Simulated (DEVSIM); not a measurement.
Device: Ru/AlN/SiO2/n-Si capacitor, at 250 K.

Layer 1 from the left is AlN, thickness (nm) 1.40. Layer 2 from the left is SiO2, thickness (nm) 0.860. Layer 3 from the left is Si, thickness (nm) 4700, Nd (cm⁻³) 1.5e16.

Metal gate on the left, work function 4.7 eV. Fixed charge at the semiconductor interface 1.5e10 cm⁻² (in units of +e); no interface traps.

This is a model device: material constants are rounded textbook-type values typed into the input, and sizes, dopings and lifetimes were drawn at random. Values at 300 K; Nc and Nv go as T^1.5, mobilities as T to minus their exponent, the gap by Varshni's rule with the affinity fixed.

AlN: gap (eV) 6.1, affinity (eV) 1.9, permittivity 8.5. SiO2: gap (eV) 9, affinity (eV) 0.9, permittivity 3.9. Si: gap (eV) 1.124, affinity (eV) 4.05, permittivity 11.7, Nc (cm⁻³) 2.86e19, Nv (cm⁻³) 3.1e19, Varshni α (eV/K) 0.000473, Varshni β (K) 636.

Problem. Estimate by hand the flat-band voltage, the threshold voltage, and compare with a numerical solution.

Solution. 
- Flat-band voltage: C = 2.30 μF/cm², work-function difference 0.493 V; VFB = φms − qNf/C = 0.49 V; numerical 0.49 V.
- Threshold voltage: φF = 0.410 V, depletion charge √(4εqNφF) = 6.39e-8 C/cm²; VT = VFB − 2φF − Qd/C = -0.36 V; numerical -0.36 V.

Simulated with DEVSIM: 1D Poisson equation in equilibrium, Boltzmann statistics, complete ionisation; no quantum confinement or tunnelling. Metal contacts follow the ideal Schottky-Mott rule: no Fermi-level pinning, no interface dipoles.
